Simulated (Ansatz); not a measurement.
**Bulk modulus of fluorite CoSi2 at several levels of theory**

No measured value is used here.

| level (code) | value (GPa) | cell (Å³/atom) |
|---|---|---|
| LDA (Ansatz) | 203 | 12.22 |
| PBE (Ansatz) | 179 | 12.83 |
| r²SCAN (Ansatz) | 197 | 12.51 |
| B3LYP (VWN-RPA form) (Ansatz) | 177 | 12.81 |
| Hartree–Fock (Ansatz) | 190 | 12.62 |

The crystal itself was run without spin with LDA, PBE, r²SCAN, B3LYP (VWN-RPA form), Hartree–Fock; a magnetic state was not tried in these runs. B3LYP (VWN-RPA form), Hartree–Fock: the run has no spin polarisation, so it can have missed a magnetic state. Each level is taken at its own relaxed cell. Cutoffs and k meshes differ between the levels. Ansatz's density-functional and Hartree–Fock values are scalar-relativistic unless marked +SOC, with PAW data made under PBE.

Ansatz is an electronic-structure program.
